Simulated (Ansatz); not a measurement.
Ansatz (an electronic-structure program) run on SnGeSe2 (Pmc2_1, 8 atoms in the cell): relaxation of cell and atoms.

Level of theory: PBEsol-D3BJ, default PAW files made with PBE (plane waves; Ansatz).

```xyz
8
Lattice="3.9596 0.0000 0.0000 0.0000 4.6770 0.0000 0.0000 0.0000 11.3708" Properties=species:S:1:pos:R:3 pbc="T T T"
Sn     1.9798     1.7120     4.3590
Sn     1.9798     2.9650    10.0444
Ge     0.0000     0.5749     7.1347
Ge     0.0000     4.1021     1.4493
Se     0.0000     1.1035     9.6149
Se     0.0000     3.5736     3.9295
Se     1.9798     1.0927     1.6330
Se     1.9798     3.5843     7.3184
```

Reference input (self-consistent single point, DFT, PBEsol, plane waves, default PAW files made with PBE): kpoints.mp_grid.grid = 4 3 2; hamiltonian.xc = pbesol; hamiltonian.pseudopotentials = {kind: paw} (the program's default PAW files); scf.occupations.method = fixed. This run's input differs from it in these lines:

```diff
@@ -18,2 +18,3 @@
   xc: pbesol
+  dispersion: d3bj
   pseudopotentials: { kind: paw }
@@ -21,2 +22,4 @@
   occupations: { method: fixed }
+relax:
+  cell: {}
 output:
```

The program printed (abridged):

```
   [... SCF lines of the steps left out ...]
relax step   1: F+E_penalty+E_count = -42108.33364226 eV  Δ(F+E_penalty+E_count) = +0.000e0 eV  max|allowed force component| = 1.515e-1 eV/Å  Δτ_max = 0.0000 Å  P = -2.851 GPa  Ω = 210.580 Å³  (7 SCF iters, dr2 threshold 1.00e-7 eV, accepted)
relax step   2: F+E_penalty+E_count = -42108.63814939 eV  Δ(F+E_penalty+E_count) = -3.045e-1 eV  max|allowed force component| = 1.664e-1 eV/Å  Δτ_max = 0.0939 Å  P = +0.087 GPa  Ω = 186.208 Å³  energy of the carried Pulay correction = +3.815e-3 eV  [...]
   [... lines left out ...]
relax step  11: F+E_penalty+E_count = -42108.74165806 eV  Δ(F+E_penalty+E_count) = -7.883e-5 eV  max|allowed force component| = 2.242e-3 eV/Å  Δτ_max = 0.0039 Å  P = -0.008 GPa  Ω = 181.677 Å³  energy of the carried Pulay correction = +1.227e-5 eV  [...]
relax step  12: F+E_penalty+E_count = -42108.74164265 eV  Δ(F+E_penalty+E_count) = +1.542e-5 eV  max|allowed force component| = 2.240e-3 eV/Å  Δτ_max = 0.0000 Å  P = -0.008 GPa  Ω = 181.677 Å³  stress off target by 1.36e-2 GPa  SCF on the basis [...]
basis re-selected at this cell: Δ(F+E_penalty+E_count) = +1.542e-5 eV, ΔP = +0.000 GPa vs the last step
the relaxation is at rest under the 4 symmetry operations that the run kept from its start: a minimum is not shown …
Stability not checked: this state was not tested for a lower state beside it, because too few of the mixer's solves of this state at the end of the SCF gave a …
Free energy (F): -42108.741643 eV
Internal energy: -42108.741643 eV  (E = F + TS)
   [... lines left out ...]
Fermi energy:    10.231947 eV
  cell:  # Å, volume = 181.6775 Å³
   [... lines left out ...]
    - { symbol: Ge, position: [-1.2159784780315648e-34, 0.851736330386721, 0.12507677715920962] }
    - { symbol: Se, position: [4.863913912126338e-35, 0.22016218697380635, 0.8520022226662236] }
    - { symbol: Se, position: [7.295870868189387e-35, 0.7798378130261938, 0.35200222266622355] }
    - { symbol: Se, position: [0.5, 0.2569523873948568, 0.13223992980293792] }
    - { symbol: Se, position: [0.5, 0.7430476126051433, 0.632239929802938] }
```

The run converged.  The full log also holds: “WARN: iter 1: σ=0 fill of 60 bands saw a band overlap (occupied 10.2697 eV > unoccupied 10.2394 eV) — on an unconverged iterate often a transient of an (band_overlap_at_count)”.

Summary of the result:
* **Free energy E − TS (on the zero of these files)**: -42108.7416 eV
* **Top of the valence band (on the code's own zero)**: 10.23 eV
* **Gap on the k-point mesh**: 0.15 eV
* **Pressure**: -0.01 GPa
* **Largest force (vector length)**: 0.002 eV/Å
* **Dispersion energy**: -2.775 eV
* **Final cell**: a = 3.9605 Å, b = 4.1536 Å, c = 11.0441 Å, α = β = γ = 90.00°
* **Final volume per atom**: 22.71 Å³
* **Relaxation steps**: 12

The starting cell comes from a database of computed structures (which also holds hypothetical and non-ambient phases and stackings), without a prior relaxation at this level. The relaxation keeps the symmetry of its start, so its end need not be a minimum. Ansatz's pressure includes its estimate of the finite-basis (Pulay) stress.

Cost on one core of a shared machine: roughly 3 min.

Keys are those of Ansatz 0.2.
